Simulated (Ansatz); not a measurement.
Worked calculations on one periodic cell of amorphous Hf₁₈O₄₁Nb₂: Hf18O41Nb2, 61 atoms, volume 767.8 Å³, made by a melt-quench on the CHGNet potential and relaxed with DFT. O atoms were pushed apart under 1.9 Å during the dynamics, to hinder bonds among them. It is a model cell: composition and starting density were chosen by hand, and all elements were melted together. Cycles of charging were run to anneal it. Computed with PBE, scalar-relativistic without spin-orbit coupling (plane waves to 420 eV, PAW; Ansatz, a first-principles code). Sampling: a 2×2×2 Γ-centred mesh; Fermi-Dirac width 0.02 eV; no spin polarisation. Its volume was relaxed, its shape was free, and it stands at a mean pressure of 0.0 GPa with stress components up to 0.1 GPa; the relaxation ran on the zone centre alone. Its density went from a set 8.49 to 8.77 g/cm³. The cell is small and was quenched far faster than a real film, so it is one sample of the glass.

Q: Count formal charges (Hf +4, O -2, Nb +5). What does the count lead one to expect at the Fermi level, and what does the calculation give?

A: 18 × (+4) + 41 × (-2) + 2 × (+5) = 0. The charges balance, so the anion-derived valence states can be full and a gap can open. On this mesh the highest filled and lowest empty level lie 2.86 eV apart; localised defect or tail levels set that (at the zone centre the more localised edge state sits most on one Nb atom with neighbours O 1.90 Å, O 1.90 Å, O 1.95 Å, O 1.96 Å, O 2.06 Å, O 2.28 Å), and the nearest spread-out levels lie 4.1 eV apart.

Four energies for an added electron at PBE on the zone centre alone (charged cells in a uniform background, spin-polarised): neutral at the neutral geometry -315446.482 eV; charged at the neutral geometry -315431.206 eV; charged and relaxed -315431.770 eV; neutral at the charged geometry -315445.772 eV.

Q: Find the two relaxation energies and their sum, the reorganisation energy.

A: On charging: -315431.206 − (-315431.770) = 0.564 eV. On discharging: -315445.772 − (-315446.482) = 0.710 eV. The sum is 1.274 eV. The carrier's level spreads over 6 of the 61 atoms' worth, so it counts as partly localised, most on one Nb atom with neighbours O 1.86 Å, O 1.89 Å, O 1.94 Å, O 2.12 Å, O 2.14 Å, O 2.25 Å (neutral geometry). The values are uncorrected: the image energy of a point charge in this cell, 2.84 × 14.40 / (2 × 9.2) = 2.2 eV before screening, is screened by electrons alone at the fixed geometry and by ions too after relaxing, and the carrier can be spread before it relaxes, so each term can be off by up to that value times 1/ε∞, some tenths of an eV. PBE's self-interaction favours spread-out carriers, so a hybrid can localise more.

Four energies for a hole at PBE on the zone centre alone (charged cells in a uniform background, spin-polarised): neutral at the neutral geometry -315446.482 eV; charged at the neutral geometry -315458.491 eV; charged and relaxed -315458.750 eV; neutral at the charged geometry -315445.746 eV.

Q: Find the two relaxation energies and their sum, the reorganisation energy.

A: On charging: -315458.491 − (-315458.750) = 0.259 eV. On discharging: -315445.746 − (-315446.482) = 0.736 eV. The sum is 0.995 eV. The carrier's level spreads over 4 of the 61 atoms' worth, so it counts as localised, most on one O atom with neighbours Hf 2.04 Å, Hf 2.08 Å, Hf 2.13 Å (neutral geometry). The values are uncorrected: the image energy of a point charge in this cell, 2.84 × 14.40 / (2 × 9.2) = 2.2 eV before screening, is screened by electrons alone at the fixed geometry and by ions too after relaxing, and the carrier can be spread before it relaxes, so each term can be off by up to that value times 1/ε∞, some tenths of an eV. PBE's self-interaction favours spread-out carriers, so a hybrid can localise more.
